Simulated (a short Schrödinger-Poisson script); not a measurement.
Structure: gated Al0.25Ga0.75As/GaAs δ-doped gas in a quantum well, at 300 K.

| layer | material | thickness (nm) | Na (cm⁻³) |
|---|---|---|---|
| 1 | Al0.25Ga0.75As | 10 | - |
| 2 | Al0.25Ga0.75As | 2 | - |
| 3 | GaAs | 15 | - |
| 4 | Al0.25Ga0.75As | 4000 | 7e15 |

Constants are typed, rounded textbook-type inputs, not results; the design itself was drawn at random and stands for no fabricated device. Al0.25Ga0.75As: permittivity 12.19, conduction-band edge (eV) 0.198, gap (eV) 1.736, electron mass (mₑ) 0.0878, Nv at 300 K (cm⁻³) 9e18. GaAs: permittivity 12.9, conduction-band edge (eV) 0, gap (eV) 1.424, Nv at 300 K (cm⁻³) 9e18.

Channel valleys (confinement mass, in-plane density-of-states mass, number): Γ 0.067, 0.067, 1. At the gate the conduction-band edge of layer 1 lies 0.95 eV − eVg above the Fermi level of the channel; the field vanishes at the back. Sheet of ionised δ-doping: +2.4e12 e/cm² at 10 nm from the gate. The barrier under the gate holds no holes. Gaps are held at their typed values at every temperature. Mesh 0.08 nm at interfaces.

From a short Schrödinger-Poisson script (our own, NumPy): 1D Poisson equation in equilibrium, electrons quantum, Hartree (BenDaniel-Duke, 40 states a valley, the channel's in-plane mass for all, wave functions free to enter the barrier), parabolic valleys, classical holes, full ionisation, no traps, pinning or gate leakage.

The same stack at other levels of the model or other numerical settings:

```csv
run,sheet density of all electrons at Vg = 0.5 V (cm⁻²),capacitance at Vg = 0.5 V (μF/cm²),centroid of the channel electrons at Vg = 0.5 V (nm),gate voltage at 1e11 electrons/cm² (V),rough cost against the base
base,1.61e11,0.407,5.51,0.48,about 1
"electrons treated as classical, Boltzmann",2.11e11,0.492,3.97,0.46,0.03
"electrons treated as classical, Fermi-Dirac",1.96e11,0.443,4.27,0.46,0.2
"electrons treated as quantum, Hartree plus LDA exchange-correlation",1.79e11,0.437,?,0.47,about 1
mesh six times as coarse,1.61e11,0.407,?,0.48,0.2
one subband a valley,?,0.395,5.18,0.48,0.2
```

**Question.** Some entries are withheld; supply them.

**Answer.** 
- mesh six times as coarse, centroid of the channel electrons at Vg = 0.5 V (nm): 5.49
- electrons treated as quantum, Hartree plus LDA exchange-correlation, centroid of the channel electrons at Vg = 0.5 V (nm): 5.43
- one subband a valley, sheet density of all electrons at Vg = 0.5 V (cm⁻²): 1.52e11

The classical rows ignore confinement, and Boltzmann statistics overrate the density once the band edge passes the Fermi level.
